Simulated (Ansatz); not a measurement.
Consider this model of amorphous Hf₁₈O₃₅F₂.

```xyz
55
Lattice="8.9116 -0.4445 0.0770 -0.4445 8.7609 0.0524 0.0770 0.0524 9.1547" Properties=species:S:1:pos:R:3 pbc="T T T"
Hf     1.1854     5.3692     4.9107
Hf     8.7949     0.4905     0.4509
Hf     2.2639     1.9818     6.7095
Hf     3.5878     7.3433     6.5427
Hf     3.7487     2.8624     3.3054
Hf     7.9983     4.1324     0.3664
Hf     6.2993     0.0248     3.6076
Hf     3.0704     0.6691     1.0144
Hf     3.7115     6.3031     3.3354
Hf     8.1912     2.2346     5.8727
Hf     0.9572    -0.0117     3.6907
Hf     0.9270     7.0416     8.4730
Hf     4.7141     7.2228     0.3103
Hf     7.2224     7.2288     6.6184
Hf     4.7075     4.2903     6.1349
Hf     6.9409     5.3013     3.7874
Hf     5.8358     2.0968     8.1628
Hf     3.1074     4.3144     0.0870
O      1.2195     5.0457     0.0445
O      4.0388     5.5370     1.3494
O      1.4774     6.6736     6.6057
O      3.7973     7.9906     2.0414
O     -0.3238     8.5848     7.8218
O      7.9530     5.6815     8.1513
O      3.2685     0.3739     6.5132
O      4.2035     5.5725     7.8647
O      7.8313     5.0705     2.0101
O      0.7824     8.2900     1.1000
O      1.7688     1.7293     8.7742
O      6.2194     5.6310     5.8439
O      7.8841     1.8073     8.0300
O      0.9682     3.7000     6.4068
O      6.1088     3.5475     0.1503
O      5.0763     4.4166     3.8510
O      1.7752     7.0784     3.7597
O      2.3446     4.5452     3.3617
O      5.8722     6.8113     2.9665
O      2.4504     1.1570     2.9485
O      8.2988     3.8261     4.5623
O      4.9372     0.6439     0.1058
O      4.3992     7.8179     4.7435
O      7.3027     0.2719     5.3749
O      0.8715     1.2965     5.2730
O      8.3109     6.6505     4.7913
O      3.4327     2.8438     5.2874
O      5.4703     7.7734     7.4781
O      3.3011     5.6000     5.3903
O      2.9027     7.6445     8.7362
O      6.2170     2.8207     6.2595
O      3.9345     3.0518     7.7322
O      5.3982     1.6954     3.2008
O      8.2807     0.2001     2.6841
O      3.4829     2.7391     1.2584
F      6.6576     7.9584     0.6384
F      8.7011     2.3938     1.3087
```

All values below come from PBE, scalar-relativistic without spin-orbit coupling (plane waves to 420 eV, PAW; Ansatz, a first-principles code).

A CHGNet melt-quench gave the starting glass, which DFT then relaxed. O and F atoms were pushed apart under 1.9 Å during the dynamics, to hinder bonds among them. The hot cell started wider than the set density and was brought back towards it in steps. It is the lowest in DFT energy of 2 quenches. It is a model cell: composition and starting density were chosen by hand, and all elements were melted together. No dispersion term was used. Its density started from a set value of 8.88 and ended at 8.88 g/cm³. The simulated quench (nominally 300 K/ps over its main leg) is rapid and tends to freeze in more defects than a deposited or slowly cooled glass has. A cell of this size samples the disorder only roughly. The volume was held where the preparation left it and the shape relaxed, at a PBE pressure of 1.5 GPa. Stress components on the final sampling reach 1.6 GPa. On a 2×2×2 Γ-centred mesh force components of up to 0.12 eV/Å stay, since the relaxation ran on the zone centre alone.

Bonds are counted up to Hf-Hf 3.34 Å, Hf-O 2.56 Å, Hf-F 2.55 Å, O-O 1.58 Å, O-F 1.48 Å, F-F 1.37 Å. Two cations that share two anions don't count as bonded, nor two that share one unless they lie closer than Hf-Hf 3.25 Å.

Q: Give the coordination numbers, mean bond lengths and angles.

A: 
The mean coordination of Hf by anions comes out as 6.17 (5 with 5, 6 with 6, 6 with 7, 1 with 8), the mean coordination of O comes out as 3.06 (4 with 2, 25 with 3, 6 with 4) and the mean coordination of F is 2.00 (2 with 2). The mean Hf-O bond comes out as 2.127 Å (spread 0.106 Å, 107 counted), the mean Hf-F bond is 2.107 Å (spread 0.017 Å, 4 counted) and the bond angle at Hf is mean 102.8°, spread 29.0°. The bond angle at O comes out as mean 115.3°, spread 18.9°.

Q: List the pairs of like atoms that count as bonded by the rules above.

A: There are none by these rules.
